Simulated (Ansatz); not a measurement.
Ansatz (an electronic-structure program) run on FeSb (P3m1, 4 atoms in the cell): relaxation of the atoms.

Level of theory: LDA (PW92), default PAW files made with PBE (plane waves; Ansatz).

The change in words: one atom moved by 0.15 angstrom; relax: default → atoms; relax.f_tol: default → 0.005 eV/Å. Reference geometry:
```
FeSb
1.0
    3.99474     0.00000     0.00000
   -1.99737     3.45954     0.00000
    0.00000     0.00000     4.99466
Fe Sb
2 2
Direct
  0.00000   0.00000   0.00000
  0.00000   0.00000   0.50000
  0.66667   0.33333   0.25000
  0.33333   0.66667   0.75000
```
Moments meant for the start (each program seeds them in its own way; μB, in the order of the atoms Fe Fe Sb Sb): 4.0 4.0 0.0 0.0.

Reference input (self-consistent single point, DFT, LDA (PW92), plane waves, default PAW files made with PBE): basis.ecutwfc = 30.9 Ry; kpoints.mp_grid.grid = 8 8 6; hamiltonian.xc = lda; hamiltonian.pseudopotentials = {kind: paw} (the program's default PAW files); magnetization.spin_polarized = true; scf.occupations.method = fermi_dirac; scf.occupations.width = 0.0073 Ry. This run's input differs from it in these lines:

```diff
@@ -7,3 +7,3 @@
   atoms:
-    - { symbol: Fe, position: [0.00000000, 0.00000000, 0.00000000], spin: 4.0 }
+    - { symbol: Fe, position: [0.00000000, 0.00000000, 0.03003200], spin: 4.0 }
     - { symbol: Fe, position: [0.00000000, 0.00000000, 0.50000000], spin: 4.0 }
@@ -22,2 +22,4 @@
   occupations: { method: fermi_dirac, width: 0.0073 Ry }
+relax:
+  f_tol: 0.005
 output:
```

Log, with long lists cut:

```
   [... SCF lines of the steps left out ...]
relax step   1: F+E_penalty+E_count = -21511.70715056 eV  Δ(F+E_penalty+E_count) = +0.000e0 eV  max|allowed force component| = 9.971e-1 eV/Å  Δτ_max = 0.0000 Å  (17 SCF iters, dr2 threshold 6.25e-7 eV, accepted)
relax step   2: F+E_penalty+E_count = -21511.74970736 eV  Δ(F+E_penalty+E_count) = -4.256e-2 eV  max|allowed force component| = 6.183e-1 eV/Å  Δτ_max = 0.0431 Å  (9 SCF iters, dr2 threshold 6.21e-5 eV, accepted)
relax step   3: F+E_penalty+E_count = -21511.77962369 eV  Δ(F+E_penalty+E_count) = -2.992e-2 eV  max|allowed force component| = 6.324e-3 eV/Å  Δτ_max = 0.0686 Å  (11 SCF iters, dr2 threshold 2.39e-5 eV, accepted)
relax step   4: F+E_penalty+E_count = -21511.77962819 eV  Δ(F+E_penalty+E_count) = -4.495e-6 eV  max|allowed force component| = 6.293e-3 eV/Å  Δτ_max = 0.0000 Å  (7 SCF iters, accepted)
relax step   5: F+E_penalty+E_count = -21511.77963137 eV  Δ(F+E_penalty+E_count) = -3.182e-6 eV  max|allowed force component| = 8.825e-5 eV/Å  Δτ_max = 0.0008 Å  (7 SCF iters, accepted)
the relaxation is at rest under the 6 symmetry operations that the run kept from its start: a minimum is not shown …
the relaxation's final electronic state is not compared with the one that a single-point calculation of its input finds at the relaxed geometry …
Magnetization: 2.3339 μB (32.1669 up, 29.8331 down)
Absolute magnetization: 2.7336 μB (∫|ρ↑−ρ↓|, with the PAW one-centre terms)
Spin contamination: 0.0621 ħ² per cell (⟨S²⟩ above its minimum at these occupations)
   [... lines left out ...]
Free energy (F): -21511.779631 eV
Fermi energy:    14.951813 eV
   [... lines left out ...]
  atoms:
    - { symbol: Fe, position: [6.130549410427922e-36, 2.0296382350014583e-35, 0.007508128811435047] }
    - { symbol: Fe, position: [1.07032564521929e-34, 2.2210041257301677e-34, 0.5075066596031669] }
    - { symbol: Sb, position: [0.6666666666666666, 0.33333333333333326, 0.25750901323561937] }
    - { symbol: Sb, position: [0.33333333333333326, 0.6666666666666665, 0.7575081983497786] }
```

The run converged. 

Summary of the result:
| Item | Result |
|---|---|
| Free energy E − TS (on the zero of these files) | -21511.7796 eV |
| Fermi level (on the code's own zero) | 14.95 eV |
| Pressure | -7.83 GPa |
| Size of the cell's spin moment | 2.33 μB |
| Relaxation steps | 5 |

The starting cell comes from a database of computed structures (which also holds hypothetical and non-ambient phases and stackings), without a prior relaxation at this level. Its lattice was rescaled by up to half a per cent. For this run, on top of that: one atom moved by 0.15 angstrom. The magnetic order is the one reached from the typed start; others were not searched systematically. The relaxation keeps the symmetry of its start, so its end need not be a minimum. Ansatz's pressure includes its estimate of the finite-basis (Pulay) stress.

Cost on one core of a shared machine: roughly 2 min.

Keys are those of Ansatz 0.2.
